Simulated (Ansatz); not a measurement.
The starting structures come from a database of crystals and need not be the phases stable at ambient conditions.

 Where the default PAW files enter, the runs use the earlier of Ansatz's two default sets.

Input:

```
O2Si
1.0
    4.11412     0.00000     0.00000
    0.00000     5.08125     0.00000
    0.00000     0.00000     4.52716
Si O
4 8
Direct
  0.50000   0.65231   0.75000
  0.50000   0.34769   0.25000
  0.00000   0.84769   0.25000
  0.00000   0.15231   0.75000
  0.73090   0.38242   0.57997
  0.26910   0.61758   0.42003
  0.76910   0.11758   0.07997
  0.23090   0.88242   0.92003
  0.23090   0.11758   0.42003
  0.76910   0.88242   0.57997
  0.26910   0.38242   0.92003
  0.73090   0.61758   0.07997
```

Space group of this cell: Pbcn. The cell is taken as given; by LDA its mean pressure is -14.5 GPa.

Transport runs along the normal of the first two printed cell vectors.

The gap is the functional's own. No spin-orbit coupling. Mid-gap values are interpolated on the energy grid.

Q: Compute, with LDA (Ansatz, an electronic-structure program), the band gap and the smallest decay constant κ at mid-gap.

A: Gap 5.27 eV on a 8×6×8 mesh; κ = 0.376 1/Å, at the zone centre.
